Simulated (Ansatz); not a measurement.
Functionals compared on the (221) surface of bcc Mo in its 1x1 cell, outermost plane spacing 0.53 Å in the ideal cut, in Ansatz (plane waves, PAW). The structure was relaxed with PBE; the other rows are single points on it, each with its references at the same level. Cutoff 420 eV (500 eV for r2SCAN).

Set-up: 20 atoms, 10.0 Å thick at the start (thin: gaps and levels are the slab's own); mesh 9x6x1; 0.1 eV smearing; dipole correction on; all atoms relaxed; held to the part of the start's symmetry that mesh and held atoms allow; no spin, no spin-orbit, no U. These notes are the PBE run's.

```
functional  surface energy (J/m²)  work function of the top face (eV)  rough cost of the single point
----------  ---------------------  ----------------------------------  ------------------------------
PBE                          3.05                                4.04                               –
LDA                          3.46                                4.34     very roughly 8 core-minutes
PBEsol                          ?                                   ?          roughly 9 core-minutes
RPBE                         2.86                                3.89     very roughly 7 core-minutes
r2SCAN                       3.27                                4.04    very roughly 17 core-minutes
```

Q: Complete the blanks.

A: 
- PBEsol, surface energy (J/m²): 3.37
- PBEsol, work function of the top face (eV): 4.14

Ansatz is a quantum-chemistry and plane-wave program.
